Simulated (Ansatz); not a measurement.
System: SrTiO3 (I4/mcm, No. 140, 10 atoms in the cell; start mp-4651). Method: PBEsol+SOC (Ansatz, a first-principles code, PAW).

Run with plane-wave cutoff 520 eV, 10×10×10 k mesh, Fermi–Dirac smearing 0.01 eV, PAW data made under PBE.

Cell (relaxed with PBEsol):

```yaml
crystal:
  lattice:
    - [-2.74368, 2.74368, 3.90413]
    - [2.74368, -2.74368, 3.90413]
    - [2.74368, 2.74368, -3.90413]
  atoms:
    - { symbol: Sr, position: [0.75000, 0.25000, 0.50000] }
    - { symbol: Sr, position: [0.25000, 0.75000, 0.50000] }
    - { symbol: Ti, position: [0.00000, 0.00000, 0.00000] }
    - { symbol: Ti, position: [0.50000, 0.50000, 0.00000] }
    - { symbol: O, position: [0.77459, 0.27459, 0.04918] }
    - { symbol: O, position: [0.22541, 0.72541, 0.95082] }
    - { symbol: O, position: [0.27459, 0.22541, 0.50000] }
    - { symbol: O, position: [0.72541, 0.77459, 0.50000] }
    - { symbol: O, position: [0.75000, 0.75000, 0.00000] }
    - { symbol: O, position: [0.25000, 0.25000, 0.00000] }
```

Problem. Give the computed band gap.

Solution. 
band gap: 1.96 eV

Static lattice: no zero-point or thermal effects.

The result took about 13 core-minutes (a rough figure).

A start named mp-… is a Materials Project structure, which need not be a measured phase.
